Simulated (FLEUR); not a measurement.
Band structure of AlNi (Pm-3m, 2 atoms in the cell).

```
CELL_PARAMETERS angstrom
      2.85971     0.00000     0.00000
      0.00000     2.85971     0.00000
      0.00000     0.00000     2.85971
ATOMIC_POSITIONS crystal
  Al 0.50000 0.50000 0.50000
  Ni 0.00000 0.00000 0.00000
```

Computed with PBE, all-electron FLAPW (FLEUR), scalar-relativistic valence.

Settings: Kmax = 4.6 1/bohr; GmaxXC = 18.4 1/bohr; xcFunctional = pbe; jspins = 1; l_soc = F; mode = hist; fermiSmearingEnergy = 0.00499791 Htr; mesh (inpgen div1-3) = 15 15 15; inpgen gamma flag = false; Gmax = 18.4 1/bohr; numbands = 0; maxIterBroyd = 15; imix = Anderson; alpha = 0.05.

The starting cell comes from a database of computed structures (which also holds hypothetical and non-ambient phases and stackings), without a prior relaxation at this level. Spin polarisation is off. Values depend on the basis (sphere radii, cutoffs, local orbitals), which need not be converged.

Levels in eV from the Fermi level, bands 6 to 13:
| point | 6 | 7 | 8 | 9 | 10 | 11 | 12 | 13 |
|---|---|---|---|---|---|---|---|---|
| Γ | -3.35 | -1.60 | -1.60 | -1.60 | 5.55 | 5.55 | 5.55 | 8.39 |
| X | -2.86 | -2.32 | -2.32 | -1.50 | -0.66 | 8.28 | 10.09 | 10.09 |
| M | -2.98 | -2.98 | -2.15 | -2.15 | -1.05 | 1.50 | 2.61 | 12.44 |
| R | -4.23 | -1.02 | -1.02 | 1.95 | 1.95 | 1.95 | 3.87 | 4.61 |
